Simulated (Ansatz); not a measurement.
Take InP in the zinc blende structure (space group F-43m, No. 216) as the base.

```xyz
2
Lattice="0.0000 2.9393 2.9393 2.9393 0.0000 2.9393 2.9393 2.9393 0.0000" Properties=species:S:1:pos:R:3 pbc="T T T"
P      1.4696     1.4696     1.4696
In     0.0000     0.0000     0.0000
```

Cartesian axes are those of the cell as printed.

Method: DFT with PBEsol, PAW potentials and a 420 eV plane-wave cutoff in Ansatz (a quantum-chemistry and plane-wave program), no SOC.

Base values:

- Shortest interatomic distance = 2.545 Å
- Valley order = Γ 0.57 eV; L along ⟨111⟩ 1.38 eV; X along ⟨100⟩ 1.65 eV
- Valence-band top at Γ = 0.00, 0.00, 0.00 eV

It is then changed as follows: the cell is stretched by 3.58 % along y with no lateral relaxation; the atoms relax in the strained cell.

Q: What happens to the shortest interatomic distance, valley order, valence-band top at Γ and stress?

A: The shortest interatomic distance grows by 0.031 Å, from 2.545 Å to 2.576 Å; the valley order (the lowest conduction-band minima on the path, energy above the VBM, named in the base's zone) changes from Γ 0.57 eV; L along ⟨111⟩ 1.38 eV; X along ⟨100⟩ 1.65 eV to Γ 0.32 eV; L along [1-1-1] 1.22 eV; X along [001] 1.59 eV; X along [010] 1.78 eV; the valence-band top at Γ (three highest levels, from the VBM) becomes 0.00, 0.00, -0.17 eV (base: 0.00, 0.00, 0.00 eV); the stress (xx, yy, zz, yz, xz, xy; compression positive) comes out as (-1.66, -3.26, -1.66, 0.00, 0.00, 0.00) GPa.

The levels and masses belong to the bands next to the band gap. Stability against distortions was not tested.
